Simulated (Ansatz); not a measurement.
Functionals compared on the (111) surface of cubic BaZrO3 in its 1x1 cell (cut with top plane Zr, bottom plane Zr), relaxed from an ideal cut (the real face may reconstruct), outermost plane spacing 1.22 Å in the ideal cut (one of several cuts of this face), with 1 Zr a cell over the bulk's ratio, in Ansatz (plane waves, PAW). The structure was relaxed with PBE; the other rows are single points on it, each with its references at the same level. Cutoff 420 eV (500 eV for r2SCAN).

Slab: 26 atoms, Ba5O15Zr6, 12.2 Å thick at the start; k 5x5x1, smearing 0.025 eV, dipole-corrected; all atoms relaxed; held to the start's symmetry, so lower structures may exist; no spin (no spin-polarised run to compare, though such a face may carry moments), no spin-orbit, no U. The slab shows no gap over 0.04 eV on its mesh. These notes are the PBE run's.

```json
[
 {"functional": "PBE", "work function of the top face (eV)": "3.75", "ionisation potential (eV)": "7.51", "rough cost of the single point": "–"},
 {"functional": "LDA", "work function of the top face (eV)": "3.85", "ionisation potential (eV)": "7.52", "rough cost of the single point": "roughly 60 core-seconds"},
 {"functional": "PBEsol", "work function of the top face (eV)": "3.76", "ionisation potential (eV)": "7.45", "rough cost of the single point": "about 60 core-seconds (a rough figure)"},
 {"functional": "RPBE", "work function of the top face (eV)": "3.67", "ionisation potential (eV)": "7.48", "rough cost of the single point": "very roughly 70 core-seconds"},
 {"functional": "r2SCAN", "work function of the top face (eV)": "3.95", "ionisation potential (eV)": "8.24", "rough cost of the single point": "around 110 core-seconds (rough)"}
]
```

Ansatz is a program for electronic structure.
